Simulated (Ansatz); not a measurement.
# Effect of isotropic strain +3.00 % on MgS

Consider MgS in the rock salt structure (space group Fm-3m, No. 225; a = 5.1820 Å).

Modification: every lattice vector is stretched by 3.00 %, atoms relaxed at fixed cell.

All numbers come from PBEsol in Ansatz (plane waves to 420 eV, PAW, no spin-orbit coupling). Γ-centred 11×11×11 mesh, Fermi–Dirac width 0.05 eV.

Volume per atom: 19.01 Å³ (base 17.39 Å³)
Space group: Fm-3m (No. 225) (base Fm-3m (No. 225))
Shortest interatomic distance: 2.669 Å (base 2.591 Å)
Energy relative to the base (free energy F): +31 meV/atom
Pressure: -5.78 GPa (base 0.00 GPa)
Band gap: 2.55 eV (base 2.73 eV)
Gap character: indirect, Γ → X (base indirect, Γ → X)
Smallest direct gap: 3.03 eV (base 3.69 eV)
Mean gap deformation potential ΔEg/Δln V: -2.0 eV
Width of the top valence band: 2.19 eV (base 2.43 eV)
Electron mass: 0.52 mₑ along k, 0.29 mₑ across (at X) (base 0.53 mₑ along k, 0.29 mₑ across (at X))
Hole mass (degenerate bands, along [100]): 0.23, 1.0, 1.0 mₑ (at Γ) (base 0.25, 0.92, 0.92 mₑ (at Γ))
Valley order (the lowest conduction-band minima on the path, energy above the VBM, named in the base's zone): X along ⟨100⟩ 2.55 eV; Γ 3.03 eV (base X along ⟨100⟩ 2.73 eV; Γ 3.69 eV)

Masses are band curvatures over ±0.01 Å⁻¹ around the edge. Along k means along the line from Γ to the band edge. No phonon test of stability was made.

Ansatz is an electronic-structure program.
